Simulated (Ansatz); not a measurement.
The parent structure is Pt in the fcc (Cu type) structure (space group Fm-3m, No. 225; a = 3.972 Å; relaxed with 0.1 eV smearing).

Structures relaxed with PBE (Ansatz, a quantum-chemistry and plane-wave program; PAW; 420 eV plane waves; no spin-orbit coupling).

Base:

Simulated powder pattern, Cu Kα1, λ = 1.54056 Å (kinematic, ideal powder, no thermal factors, no anomalous dispersion; the 10 strongest lines at most, above 2 %, up to 2θ = 90°):

```
2θ (°)  I/Imax (%)    hkl
------  ----------  -----
39.25          100  (111)
45.64           49  (200)
66.53           33  (220)
80.06           40  (311)
84.41           12  (222)
```

After one change:

Simulated powder pattern, Cu Kα1, λ = 1.54056 Å (kinematic, ideal powder, no thermal factors, no anomalous dispersion; the 10 strongest lines at most, above 2 %, up to 2θ = 90°):

| 2θ (°) | I/Imax (%) |
|---|---|
| 40.30 | 100 |
| 46.88 | 49 |
| 68.47 | 32 |
| 82.55 | 40 |
| 87.10 | 12 |

Task: Which of these changes matches the shifts?
A) isotropic strain +2.50 %
B) isotropic strain +3.00 %
C) isotropic strain +1.00 %
D) isotropic strain −2.50 %

Result: D, isotropic strain −2.50 %. Its volume per atom is 14.52 Å³ against 15.67 Å³, and its space group is Fm-3m (No. 225).

Whether these cells are dynamically stable was not tested. The final runs are not spin-polarised. Pt lies near a magnetic instability that expansion can trigger; it was not tested.
